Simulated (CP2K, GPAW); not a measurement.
A CP2K input for a self-consistent single point of NiAl (Pm-3m, 2 atoms in the cell) (DFT PBE, GPW, DZVP-MOLOPT-SR-GTH basis, GTH-PBE potentials (GTH_POTENTIALS)):

```
&GLOBAL
  PROJECT scf
  RUN_TYPE ENERGY_FORCE
  PRINT_LEVEL LOW
&END GLOBAL
&FORCE_EVAL
  METHOD Quickstep
  STRESS_TENSOR ANALYTICAL
  &DFT
    BASIS_SET_FILE_NAME BASIS_MOLOPT
    POTENTIAL_FILE_NAME GTH_POTENTIALS
    &QS
      METHOD GPW
      EPS_DEFAULT 1E-10
    &END QS
    &MGRID
      CUTOFF 600
      REL_CUTOFF 60
      NGRIDS 5
    &END MGRID
    &SCF
      SCF_GUESS ATOMIC
      EPS_SCF 1E-6
      MAX_SCF 100
      ADDED_MOS 5
      &DIAGONALIZATION
        ALGORITHM STANDARD
      &END DIAGONALIZATION
      &MIXING
        METHOD BROYDEN_MIXING
        ALPHA 0.3
        NBUFFER 12
        BETA 1.5
      &END MIXING
      &SMEAR ON
        METHOD FERMI_DIRAC
        ELECTRONIC_TEMPERATURE [K] 1160.45
      &END SMEAR
    &END SCF
    &KPOINTS
      SCHEME MONKHORST-PACK 9 9 9
    &END KPOINTS
    &XC
      &XC_FUNCTIONAL PBE
      &END XC_FUNCTIONAL
    &END XC
    &PRINT
      &MO
        EIGENVALUES T
        OCCUPATION_NUMBERS T
        NDIGITS 8
        FILENAME mo
        &EACH
          QS_SCF 0
        &END EACH
        ADD_LAST NUMERIC
      &END MO
      &MULLIKEN OFF
      &END MULLIKEN
    &END PRINT
  &END DFT
  &SUBSYS
    &CELL
      ABC 2.89000000 2.89000000 2.89000000
      ALPHA_BETA_GAMMA 90.00000000 90.00000000 90.00000000
      PERIODIC XYZ
    &END CELL
    &COORD
      SCALED
      Al       0.50000000     0.50000000     0.50000000
      Ni       0.00000000     0.00000000     0.00000000
    &END COORD
    &KIND Al
      BASIS_SET DZVP-MOLOPT-SR-GTH-q3
      POTENTIAL GTH-PBE-q3
    &END KIND
    &KIND Ni
      BASIS_SET DZVP-MOLOPT-SR-GTH-q18
      POTENTIAL GTH-PBE-q18
    &END KIND
  &END SUBSYS
  &PRINT
    &FORCES ON
    &END FORCES
    &STRESS_TENSOR ON
    &END STRESS_TENSOR
  &END PRINT
&END FORCE_EVAL
```

Give the GPAW input for the same structure, mesh, smearing and functional.

One input that does it (others would too):

```python
from ase import Atoms
from ase.units import GPa
from gpaw import GPAW

atoms = Atoms(['Al', 'Ni'],
              cell=[[2.890000, 0.000000, 0.000000],
                    [0.000000, 2.890000, 0.000000],
                    [0.000000, 0.000000, 2.890000]],
              scaled_positions=[[0.500000, 0.500000, 0.500000],
                                [0.000000, 0.000000, 0.000000]],
              pbc=True)

calc = GPAW(mode={'name': 'pw', 'ecut': 800},
            xc='PBE',
            kpts=(9, 9, 9),
            occupations={'name': 'fermi-dirac', 'width': 0.1},
            nbands=-10,
            convergence={'density': 1e-05},
            symmetry={'symmorphic': False, 'tolerance': 0.0005},
            maxiter=100)

atoms.calc = calc

energy = atoms.get_potential_energy()
print('Energy (eV):', round(energy, 6))
forces = atoms.get_forces()
print('Forces (eV/Ang):')
print(forces.round(5))
stress = atoms.get_stress()
print('Stress (GPa, Voigt):', (stress / GPa).round(4))
```

Basis settings and potentials, where a program has them, do not carry over. This input uses DFT PBE, plane waves, GPAW PAW datasets PBE (gpaw-data 1.0.1). Both were run: pressure 0.67 GPa in CP2K and 1.36 in GPAW.

On CP2K: the starting cell has typed, rounded lattice constants, without a prior relaxation at this level. Spin polarisation is off. Values carry the incompleteness of an atom-centred basis.

On GPAW: the starting cell has typed, rounded lattice constants, without a prior relaxation at this level. Spin polarisation is off.
